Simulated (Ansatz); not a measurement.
Take GaAs in the zinc blende structure (space group F-43m, No. 216; a = 5.6667 Å) as the base. Axes: x, y, z lie along the cube axes.

Method: r2SCAN/PAW in Ansatz (a quantum-chemistry and plane-wave program), no SOC.

Perturbation: the cell is scaled by 1.0250 in all directions; the atoms relax in the strained cell.

Task: Predict the stress tensor and what it implies for the stiffness.

Result: Stress of the strained cell less that of the base (GPa, compression positive):
```
  -4.51    0.00    0.00
   0.00   -4.51    0.00
   0.00    0.00   -4.51
```

Then B = −ΔP/(ΔV/V₀) with ΔV/V₀ = 0.0769 gives secant stiffness values (nonlinear terms included at this strain): B ≈ 59 GPa.

As a check, the harmonic strain energy −½ V₀ Δσ:ε is 24 meV/atom; the computed energy rise is 26 meV/atom.

No phonon test of stability was made.
